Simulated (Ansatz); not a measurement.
The parent structure is TaP (space group P-6m2, No. 187; a = 3.2818 Å, c = 3.3171 Å; a cell from a computed database, its experimental status unchecked).

Calculations: plane-wave PAW DFT at the PBEsol level (Ansatz, an electronic-structure program, 420 eV), no spin-orbit coupling.

Before the change:

The c/a ratio is 1.011 and the volume per atom is 15.47 Å³.

Modification: a hydrostatic pressure of 10 GPa.

Problem. How does this affect the c/a ratio?

Solution. The c/a ratio rises by 0.012, from 1.011 to 1.023.

Problem. Estimate the effect on the volume per atom.

Solution. The volume per atom drops by 0.66 Å³ (15.47 Å³ → 14.81 Å³).

Load acts through the strain it causes; cell and atoms are relaxed under it. Stability against distortions was not tested. No other phases were tried under pressure. All final runs are without spin polarisation.
